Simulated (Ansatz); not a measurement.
Take Ag in the fcc (Cu type) structure (space group Fm-3m, No. 225; a = 4.001 Å; relaxed with 0.1 eV smearing) as the base.

Calculations: Kohn–Sham DFT with the LDA functional, run in Ansatz (an electronic-structure program) with PAW and 420 eV plane waves, spin-orbit coupling left out.

Strains are applied to the cell and any free atomic positions relax.

One change was made to it. Results:

```csv
quantity,base,after
energy relative to the base (free energy F),0 meV/atom,+27 meV/atom
pressure,0.0 GPa,10.0 GPa
```

What was done to the base?
A. isotropic strain −1.00 %
B. isotropic strain −2.00 %
C. isotropic strain −0.50 %
D. isotropic strain +1.50 %
E. isotropic strain +2.50 %

B, isotropic strain −2.00 %. For comparison, the energy relative to the base in the other runs: isotropic strain −1.00 % gives +6.6 meV/atom; isotropic strain +2.50 % gives +35 meV/atom; isotropic strain +1.50 % gives +13 meV/atom; isotropic strain −0.50 % gives +1.6 meV/atom.

No phonon test of stability was made.
